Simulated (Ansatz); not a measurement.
Take ZnS in the zinc blende structure (space group F-43m, No. 216) as the base.

```
CELL_PARAMETERS angstrom
      0.00000     2.67832     2.67832
      2.67832     0.00000     2.67832
      2.67832     2.67832     0.00000
ATOMIC_POSITIONS crystal
  Zn 0.00000 0.00000 0.00000
  S  0.25000 0.25000 0.25000
```

All numbers come from PBEsol (Ansatz, a quantum-chemistry and plane-wave program; PAW; 420 eV plane waves; scalar-relativistic without spin-orbit coupling).

| level | band gap | lattice parameter a |
|---|---|---|
| PBEsol | 2.09 eV | 5.357 Å |

Measured: band gap 3.94 eV (static lattice; corrected from measurement; as listed in Wei Chen et al., Physical Review Materials (2018)); lattice parameter a 5.41 Å (room temperature; as listed in Martin Albrecht, Beate Paulus, Hermann Stoll, Phys. Rev. B (1997)).

Computed minus measured — band gap: PBEsol -1.85 eV; lattice parameter a: PBEsol -1.0 %. Measured values not marked as corrected hold thermal and zero-point effects that the static-lattice runs lack. A measured gap can be an optical one, lowered by exciton binding.

Whether these cells are dynamically stable was not tested.
